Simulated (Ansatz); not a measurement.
Consider MgO in the rock salt structure (space group Fm-3m, No. 225; a = 4.1592 Å). Axes: x, y, z lie along the cube axes.

Computed with DFT with LDA, PAW potentials and a 420 eV plane-wave cutoff in Ansatz (a program for electronic structure), scalar-relativistic without spin-orbit coupling.

Before the change:

| Property | Value |
|---|---|
| Band gap | 5.03 eV |

One thing is altered: tensile biaxial strain of 1.50 % in the plane normal to [001], as in epitaxy on a mismatched substrate; the out-of-plane cell vector and the atoms relax.

Task: What happens to the band gap and ratio −ε⊥/ε∥?

Result: The band gap decreases by 0.236 eV (5.03 eV → 4.80 eV); the ratio −ε⊥/ε∥ amounts to 0.57.

No phonon test of stability was made.
